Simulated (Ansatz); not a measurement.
Effective masses and thermopower of CdS (P6_3mc)

Consider the following.

```
CELL_PARAMETERS angstrom
      4.20533     0.00000     0.00000
     -2.10266     3.64192     0.00000
      0.00000     0.00000     6.31857
ATOMIC_POSITIONS crystal
  Cd 0.33333 0.66667 0.98857
  Cd 0.66667 0.33333 0.48857
  S  0.33333 0.66667 0.38643
  S  0.66667 0.33333 0.88643
```

Level of theory: PBE with spin-orbit coupling, rigid bands (plane waves, PAW; Ansatz, a quantum-chemistry and plane-wave program). Condition of this run: uniaxial stress along c of 3.2 GPa (compression positive) (the target of the relaxation). Geometry: cell and atoms relaxed with PBEsol, then loaded as said.

```json
{
  "band_gap": "1.26 eV",
  "electron conductivity mass (300 K, dilute)": "0.147 (x), 0.147 (y), 0.152 (z) mₑ",
  "hole conductivity mass (300 K, dilute)": "1.56 (x), 1.56 (y), 0.51 (z) mₑ",
  "effective density of states N_c (300 K)": "1.4e18 cm⁻³",
  "effective density of states N_v (300 K)": "2.8e19 cm⁻³",
  "density_of_states_mass_electrons": "0.144 mₑ",
  "density_of_states_mass_holes": "1.07 mₑ",
  "Seebeck coefficient, n-type 1e19 cm⁻³, 300 K": "-89 μV/K",
  "Seebeck coefficient, p-type 1e19 cm⁻³, 300 K": "319 μV/K"
}
```

Rigid bands; masses and Seebeck coefficients take one relaxation time τ for all states and one kind of carrier; polarons and phonon drag are left out. Geometry: cell and atoms relaxed with PBEsol.
